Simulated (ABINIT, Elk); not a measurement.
An ABINIT input for a self-consistent single point of WSi2 (I4/mmm, 3 atoms in the cell) (DFT, PBE, plane waves, PAW (JTH v2.0 PBE PAW)):

```
# WSi2, JTH v2.0 PBE PAW
pp_dirpath "./"
pseudos "Si.GGA_PBE-JTH.xml, W.GGA_PBE-JTH.xml"
acell 3*1.0
rprim
        -2.9723502214    2.9723502214    7.2503122224
         2.9723502214   -2.9723502214    7.2503122224
         2.9723502214    2.9723502214   -7.2503122224
natom 3
ntypat 2
znucl 14 74
typat 1 1 2
xred
         0.6650000000    0.6650000000    0.0000000000
         0.3350000000    0.3350000000    0.0000000000
         0.0000000000    0.0000000000    0.0000000000
ecut 544 eV
pawecutdg 1088 eV
pawxcdev 0
ixc 11
occopt 3
tsmear 0.00367493
nband 16
kptopt 1
ngkpt 10 10 10
nshiftk 1
shiftk 0 0 0
nstep 100
tolvrs 1.0e-12
prtwf 0
prtden 0
prtvol 1
enunit 1
```

Task: Write the same calculation as an input for Elk.

Result: This is the input that was run; spellings and numerical settings could be chosen otherwise.

```
tasks
  0

xctype
  20

rgkmax
  8.0

gmaxvr
  16.0

nxlo
  2

lorbcnd
  .true.

rmtscf
  0.93

lmaxi
  3

stype
  3

swidth
  0.00367493

scale
  8.380737378

avec
   -0.3546645226    0.3546645226    0.8651162655
    0.3546645226   -0.3546645226    0.8651162655
    0.3546645226    0.3546645226   -0.8651162655

atoms
  2   : nspecies
  'Si.in'   : spfname
  2   : natoms; atposl, bfcmt below
  0.6650000000  0.6650000000  0.0000000000    0.0 0.0 0.0
  0.3350000000  0.3350000000  0.0000000000    0.0 0.0 0.0
  'W.in'   : spfname
  1   : natoms; atposl, bfcmt below
  0.0000000000  0.0000000000  0.0000000000    0.0 0.0 0.0

ngridk
  10 10 10
```

Basis, cutoffs, solver keys and any potentials are the target program's own. This input uses DFT, PBE, all-electron FP-LAPW, Elk's shipped species files, APW+lo basis with extra local orbitals.

The starting cell has typed, rounded lattice constants, without a prior relaxation at this level. For this run, on top of that: lattice scaled by 0.98.
